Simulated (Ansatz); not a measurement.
**A computed series for hypothetical diamond Re: pressure series**

The parent structure is Re in the diamond structure (space group Fd-3m, No. 227; a = 5.594 Å; a hypothetical phase, not in the database extracts checked).

Cell and atoms are relaxed at each pressure.

Calculations: PBEsol (Ansatz, a first-principles code; PAW; 420 eV plane waves; without spin-orbit coupling).

Notes on the quantities. enthalpy: H = E + PV relative to the base's energy.

| change | shortest interatomic distance | enthalpy |
|---|---|---|
| base | 2.422 Å | – |
| pressure −2 GPa | 2.431 Å | -0.27 eV/atom |
| pressure −1 GPa | 2.426 Å | -0.14 eV/atom |
| pressure 0.3 GPa | 2.421 Å | +0.04 eV/atom |
| pressure 0.7 GPa | 2.419 Å | +0.10 eV/atom |
| pressure 1.5 GPa | 2.416 Å | +0.20 eV/atom |
| pressure 3 GPa | 2.410 Å | +0.41 eV/atom |
| pressure 5 GPa | 2.402 Å | +0.67 eV/atom |
| pressure 7.5 GPa | 2.393 Å | +1.01 eV/atom |
| pressure 10 GPa | 2.384 Å | +1.33 eV/atom |

Load acts through the strain it causes; cell and atoms are relaxed under it. No phonon test of stability was made. No other phases were tried under pressure. All final runs are without spin polarisation.
